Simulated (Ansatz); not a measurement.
Band structure of ZnIr (P-6m2, 2 atoms in the cell).

```
CELL_PARAMETERS angstrom
      2.77718     0.00000     0.00000
     -1.38859     2.40511     0.00000
      0.00000     0.00000     4.16386
ATOMIC_POSITIONS crystal
  Zn 0.66667 0.33333 0.50000
  Ir 0.00000 0.00000 0.00000
```

Computed with LDA (PW92), PAW files made with PBE (plane waves; Ansatz, a quantum-chemistry and plane-wave program).

Settings: basis.ecutwfc = 420 eV; kpoints.mp_grid.grid = 18 18 11; hamiltonian.xc = lda; hamiltonian.pseudopotentials = {kind: paw} (the program's default PAW files); scf.occupations.method = fermi_dirac; scf.occupations.width = 0.1 eV; kpoints.band_path.npoints = 8.

The starting cell comes from a database of computed structures (which also holds hypothetical and non-ambient phases and stackings), without a prior relaxation at this level. Spin-orbit coupling is off. Spin polarisation is off.

Levels in eV from the Fermi level, bands 12 to 18:
| point | 12 | 13 | 14 | 15 | 16 | 17 | 18 |
|---|---|---|---|---|---|---|---|
| Γ | -2.64 | -2.64 | -0.68 | -0.07 | -0.07 | 5.48 | 14.54 |
| M | -3.75 | -1.98 | -0.61 | 1.48 | 3.65 | 7.04 | 7.19 |
| K | -3.22 | -2.89 | -2.18 | 2.21 | 2.51 | 3.19 | 10.79 |
| A | -3.28 | -2.47 | -2.47 | -0.15 | -0.15 | 11.68 | 14.45 |
| L | -1.29 | -1.28 | -1.19 | 0.69 | 1.49 | 4.44 | 6.21 |
| H | -3.53 | -2.84 | -0.85 | 1.35 | 5.07 | 5.47 | 5.89 |

Bands cross the Fermi level along this path, so the cell is metallic at this level.

Keys are those of Ansatz 0.2.
